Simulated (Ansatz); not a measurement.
# InP, response to strain

Take InP in the zinc blende structure (space group F-43m, No. 216; a = 5.960 Å) as the base.

Strains are applied to the cell and any free atomic positions relax.

All numbers come from PBE (Ansatz, a first-principles code; PAW; 420 eV plane waves; spin-orbit coupling left out).

Candidates:
(a) isotropic strain +3.00 %
(b) isotropic strain −1.50 %
(c) isotropic strain −2.00 %
(d) isotropic strain −1.00 %
(e) isotropic strain +1.00 %

Before the change:

| Item | Result |
|---|---|
| Band gap | 0.44 eV |

Q: Order them by band gap, highest first.

A: (c) isotropic strain −2.00 % (0.77 eV), (b) isotropic strain −1.50 % (0.69 eV), (d) isotropic strain −1.00 % (0.61 eV), (e) isotropic strain +1.00 % (0.28 eV), (a) isotropic strain +3.00 % (zero)

No phonon test of stability was made. The final runs are not spin-polarised. A zero or small gap of InP under isotropic strain +3.00 % and InP under isotropic strain +1.00 % can be the functional's error rather than a property of the material.
